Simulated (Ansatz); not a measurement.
Start from HgTe in the zinc blende structure (space group F-43m, No. 216; a = 6.5728 Å).

Structures relaxed with DFT with r2SCAN, PAW potentials and a 500 eV plane-wave cutoff in Ansatz (an electronic-structure program), no spin-orbit coupling.

Base:

Simulated powder pattern, Cu Kα1, λ = 1.54056 Å (kinematic, ideal powder, no thermal factors, no anomalous dispersion; the 8 strongest lines at most, above 2 %, up to 2θ = 90°):

| 2θ (°) | I/Imax (%) | hkl |
|---|---|---|
| 23.42 | 100 | (111) |
| 38.72 | 78 | (220) |
| 45.75 | 52 | (311) |
| 55.91 | 13 | (400) |
| 61.44 | 22 | (331) |
| 70.08 | 28 | (422) |
| 75.03 | 16 | (333) |
| 87.79 | 17 | (531) |

It is then changed as follows: full substitution Hg → Cd, then cell and atoms are relaxed.

### Question
Predict the new powder pattern.

### Answer

Simulated powder pattern, Cu Kα1, λ = 1.54056 Å (kinematic, ideal powder, no thermal factors, no anomalous dispersion; the 8 strongest lines at most, above 2 %, up to 2θ = 90°):

```tsv
2θ (°)	d (Å)	I/Imax (%)	hkl
23.48	3.786	100	(111)
38.81	2.318	80	(220)
45.86	1.977	49	(311)
56.05	1.639	13	(400)
61.60	1.504	20	(331)
70.27	1.339	26	(422)
75.24	1.262	15	(511)
88.05	1.108	15	(531)
```

The indices refer to each structure's own conventional cell; one index is shown for lines that coincide.

Stability against distortions was not tested. All final runs are without spin polarisation.
